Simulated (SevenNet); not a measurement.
AlB2-type ZrB₂

Computed with the machine-learned potential SevenNet-0 (trained on PBE and PBE+U data).

Cell (relaxed at this level):

ZrB$_{2}$ is taken in the hexagonal space group P6/mmm (No. 191), Pearson symbol hP3. Cell: a = 3.1812 Å, b = 3.1812 Å, c = 3.5450 Å, α = 90.00°, β = 90.00°, γ = 120.00°. Zr on 1a has 12 B at 2.552 Å. B on 2d has 3 B at 1.837 Å and 6 Zr at 2.552 Å. (Neighbours: up to the widest gap in distance over summed covalent radii, below 1.35, at either atom; cation-cation and far metal-metal contacts left out.)

- elastic constant C11 = 379 GPa
- elastic constant C12 = 180 GPa
- elastic constant C13 = 149 GPa
- elastic constant C33 = 353 GPa

Measured, for comparison: elastic constant C11 568 GPa, elastic constant C12 57 GPa, elastic constant C13 121 GPa, elastic constant C33 441 GPa (room temperature, no zero-point or thermal correction; as tabulated in Zhang et al. (2020), arXiv:1911.03307). Computed (rounded) less measured: elastic constant C11 -33 %, elastic constant C12 +216 %, elastic constant C13 +23 %, elastic constant C33 -20 %.

A machine-learned potential is trained on density-functional data: it inherits that level's misses and adds fitting errors of its own.

Elastic constants are with the ions relaxed.
